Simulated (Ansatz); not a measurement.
# What x(Pb) = 0.5, 6 atoms, P4/nmm does to hypothetical fluorite ZrSe2

Take ZrSe2 in the fluorite structure (space group Fm-3m, No. 225; a = 6.5076 Å; a hypothetical phase, not in the database extracts checked) as the base.

The other end (x = 1) is ZrPb$_{2}$ (space group Fm-3m, No. 225; a hypothetical phase, not in the database extracts checked): 29.25 Å³/atom, gap zero; this end may not be an ambient phase.

It is then changed as follows: Pb replaces 50.0 % of the Se, ordered in a cell of 6 atoms (starting symmetry P4/nmm) and fully relaxed.

The values are results of Kohn–Sham DFT with the PBEsol functional, run in Ansatz (a quantum-chemistry and plane-wave program) with PAW and 420 eV plane waves, no spin-orbit coupling, earlier PAW set, not measurements. Γ-centred 10×10×7 mesh, Fermi–Dirac width 0.05 eV, for the changed cell.

```csv
quantity,base,changed,shift
volume per atom,22.97 Å³,26.22 Å³,+3.25 Å³
density,6.00 g/cm³,7.97 g/cm³,+1.963 g/cm³
shortest interatomic distance,2.818 Å,2.686 Å,-0.1315 Å
band gap,zero,zero,–
mixing energy (to 0.01 eV only: unlike meshes or grids) (against an end that may be hypothetical),–,-0.14 eV/atom,–
deviation of the volume from the linear (Vegard-type) interpolation,–,+0.4 %,–
```

Final structure:

```yaml
crystal:
  lattice:
    - [4.63062, 0.00000, 0.00000]
    - [0.00000, 4.63062, 0.00000]
    - [0.00000, 0.00000, 7.33613]
  atoms:
    - { symbol: Zr, position: [0.50000, 0.00000, 0.81429] }
    - { symbol: Zr, position: [0.00000, 0.50000, 0.18571] }
    - { symbol: Pb, position: [0.00000, 0.00000, 0.50000] }
    - { symbol: Se, position: [0.50000, 0.50000, 0.00000] }
    - { symbol: Se, position: [0.00000, 0.00000, 0.00000] }
    - { symbol: Pb, position: [0.50000, 0.50000, 0.50000] }
```

Each cell is one ordered arrangement of few atoms, which overstates ordering effects compared with a random alloy. No phonon test of stability was made. All final runs are without spin polarisation. ZrPbSe and ZrPb2 have a high density of states at the Fermi level and may be magnetic at this level.
